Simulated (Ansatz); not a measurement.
Take Mg$_{2}$Sn (space group Fm-3m, No. 225; relaxed with 0.1 eV smearing) as the base.

```yaml
crystal:
  lattice:
    - [0.00000, 3.37356, 3.37356]
    - [3.37356, 0.00000, 3.37356]
    - [3.37356, 3.37356, 0.00000]
  atoms:
    - { symbol: Mg, position: [0.25000, 0.25000, 0.25000] }
    - { symbol: Mg, position: [0.75000, 0.75000, 0.75000] }
    - { symbol: Sn, position: [0.00000, 0.00000, 0.00000] }
```

Cartesian axes are those of the cell as printed.

Level of theory: DFT with PBEsol, PAW potentials and a 420 eV plane-wave cutoff in Ansatz (a quantum-chemistry and plane-wave program), scalar-relativistic without spin-orbit coupling.

Before the change:

* **Pressure**: 0.0 GPa

It is then changed as follows: biaxial strain −2.08 %, plane normal [111], relaxed out of plane (Cartesian); in-plane vectors clamped, the third vector and the atoms free.

Question: Estimate the effect on the out-of-plane strain.

Answer: The out-of-plane strain amounts to +1.14 %.

Question: Predict the new energy relative to the base.

Answer: The energy goes up by 6.9 meV/atom.

Question: Estimate the effect on the pressure.

Answer: The pressure (mean of the normal stresses, compression positive) goes from zero to 1.4 GPa.

Whether these cells are dynamically stable was not tested.
